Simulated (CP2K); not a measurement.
Band structure of TiCo (Pm-3m, 2 atoms in the cell).

```xyz
2
Lattice="2.9631 0.0000 0.0000 0.0000 2.9631 0.0000 0.0000 0.0000 2.9631" Properties=species:S:1:pos:R:3 pbc="T T T"
Ti     0.0000     0.0000     0.0000
Co     1.4815     1.4815     1.4815
```

Method of the run: PBE, GPW, DZVP-MOLOPT-SR-GTH basis, GTH-PBE potentials (GTH_POTENTIALS) run with CP2K.

Settings: CUTOFF = 600 Ry; REL_CUTOFF = 50 Ry; SMEAR/METHOD = FERMI_DIRAC; ELECTRONIC_TEMPERATURE = 1578.21 K; KPOINTS/SCHEME = MONKHORST-PACK 9 9 9; XC_FUNCTIONAL = PBE; Ti/BASIS_SET = DZVP-MOLOPT-SR-GTH-q12; Ti/POTENTIAL = GTH-PBE-q12; Co/BASIS_SET = DZVP-MOLOPT-SR-GTH-q17; Co/POTENTIAL = GTH-PBE-q17; METHOD = GPW; EPS_DEFAULT = 1e-10; EXTRAPOLATION = USE_GUESS; NGRIDS = 5.

The starting cell has typed, rounded lattice constants, without a prior relaxation at this level. Its lattice was rescaled by a random factor within 2.5 % of one. Spin polarisation is off. Values carry the incompleteness of an atom-centred basis.

Levels in eV from the Fermi level, bands 12 to 17:
| point | 12 | 13 | 14 | 15 | 16 | 17 |
|---|---|---|---|---|---|---|
| Γ | -1.48 | -1.48 | -1.48 | 0.84 | 0.84 | 2.83 |
| X | -1.56 | -1.56 | -1.04 | -0.80 | 0.16 | 0.68 |
| M | -2.46 | -0.58 | -0.13 | 0.69 | 0.69 | 1.30 |
| R | -2.17 | -2.17 | -2.17 | -0.55 | -0.55 | 3.26 |

Bands cross the Fermi level along this path, so the cell is metallic at this level.

Higher empty bands are left out: an atom-centred basis made for the valence describes them poorly.
